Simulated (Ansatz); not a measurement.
# SnO: response to strain

The reference is SnO (space group P4/nmm, No. 129; a = 3.7675 Å, c = 4.5572 Å; layered, stacked along the Cartesian z axis; relaxed with 0.1 eV smearing). Axes: x, y, z lie along a, b, c of the conventional cell.

Strains are applied to the cell and any free atomic positions relax; under biaxial strain the out-of-plane vector relaxes too.

Method: Kohn–Sham DFT with the PBEsol-D3(BJ) functional, run in Ansatz (a quantum-chemistry and plane-wave program) with PAW and 420 eV plane waves, no spin-orbit coupling, earlier PAW set.

```csv
"biaxial strain, plane normal [001], relaxed out of plane (%)",out-of-plane strain (%)
-2.87,1.61
-1.52,0.88
-1.13,?
-0.82,0.48
-0.37,0.23
0,0.00
```

**Question.** Fit ε⊥ = −νε + γε² (strains in %) to the rows shown and predict the withheld row.

**Answer.** Least squares on the printed values gives ν = 0.60 (the biaxial Poisson response) and γ = -0.014 (largest residual 0.01 %); this predicts 0.66 %, and the run gives 0.66 %, in agreement.

No phonon test of stability was made. The final runs are not spin-polarised.
